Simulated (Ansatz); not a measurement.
The starting structures come from a database of crystals and need not be the phases stable at ambient conditions.

By PBEsol, the system below comes out a metal.

A figure of merit of an interconnect metal is its ballistic conductance per area.

Consider the following.

```yaml
crystal:
  lattice:
    - [4.16957, 0.00000, 0.00000]
    - [0.00000, 4.16957, 0.00000]
    - [0.00000, 0.00000, 4.08781]
  atoms:
    - { symbol: Sc, position: [0.00000, 0.00000, 0.00000] }
    - { symbol: Al, position: [0.50000, 0.00000, 0.50000] }
    - { symbol: Al, position: [0.00000, 0.50000, 0.50000] }
    - { symbol: Al, position: [0.50000, 0.50000, 0.00000] }
```

Space group of this cell: P4/mmm. The cell is strained (lengths across the current scaled by 1.02, ions clamped); by PBEsol its mean pressure is -4.2 GPa.

The current flows along the normal of the first two printed cell vectors, the (001) (indices of the unstrained crystal) plane of the conventional cell. No spin-orbit coupling; the value is a mean over 0.1 eV about the Fermi level.

Problem. Predict the ballistic conductance per area from PBEsol run with Ansatz (a first-principles code).

Solution. 0.60 × 10¹⁵ S/m² for both spins.
